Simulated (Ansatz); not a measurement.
# By hand: formation energy of Hf_Al in Al (fcc, Fm-3m)

This concerns the formation energy of Hf_Al in Al (fcc, Fm-3m). Reaction: Hf (hcp) + 63 Al (fcc) → cell A.

A: a supercell of 64 sites of Al (fcc, Fm-3m) with Hf on an Al site (12 Al at 2.89 Å); spin state with PBE: run without spin.

Ansatz (a quantum-chemistry and plane-wave program) with PAW potentials; structures come from PBE relaxations, nuclei static, no net charge. Ansatz runs with its default PAW set. Other levels take these structures. The lattices are those relaxed with PBE, so at other levels the solids can be strained, which adds to the spread. Larger cells are relaxed from a start prepared with the learned potential CHGNet, on a coarser mesh till forces fall under 0.03 eV/Å, which some starts already meet. A dispersion term (D3(BJ), or D4 for r2SCAN) was computed beside these levels and is taken off wherever the name lacks it. The runs are scalar-relativistic, without spin-orbit coupling. Mesh and cell size may move defect energies by 0.1 eV or more. Cell A has symmetry Fm-3m within 0.02 Å and got no random move, so less symmetric positions, which may lie lower, weren't tried.

Total energies of the cells in eV, at zero smearing width. They compare only within one column; the weights balance every element.

```csv
cell,atoms,weight,PBE,r2SCAN+D4
A: Al:Hf_Al,64,+1,-49585.27048,-49787.48431
Hf (hcp),2,−1/2,-31442.72270,-31466.24764
Al (fcc),64,−63/64,-34400.48348,-34593.82602
```

PBE: (-49585.27048) − 1/2 × (-31442.72270) − 63/64 × (-34400.48348) = -0.933 eV.

r2SCAN+D4: (-49787.48431) − 1/2 × (-31466.24764) − 63/64 × (-34593.82602) = -1.063 eV.
